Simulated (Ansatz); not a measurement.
Consider the following.

```yaml
crystal:
  lattice:
    - [4.02419, 0.00000, 0.00000]
    - [2.01209, 3.48505, 0.00000]
    - [2.01209, -1.16168, 3.42787]
  atoms:
    - { symbol: Hg, position: [0.99177, 0.00411, 0.01234] }
    - { symbol: S, position: [0.50823, 0.24589, 0.73766] }
```

No spin polarisation.

Computed with DFT with LDA, PAW potentials and a 420 eV plane-wave cutoff in Ansatz (a quantum-chemistry and plane-wave program), no spin-orbit coupling. Γ-centred 10×10×10 mesh, Fermi–Dirac width 0.05 eV.

Question: Predict the space group and pressure.

Answer: The space group is R3m (No. 160) and the pressure (mean of the normal stresses, compression positive) is 1.3 GPa.

A case with no gap was solved on a k-mesh chosen for an insulator, which is coarse for it. The cells carry an imposed strain or load. No phonon test of stability was made. All final runs are without spin polarisation. The cell was made from HgS in the zinc blende structure (space group F-43m, No. 216) by this change: biaxial strain −2.08 %, plane normal [111], relaxed out of plane.
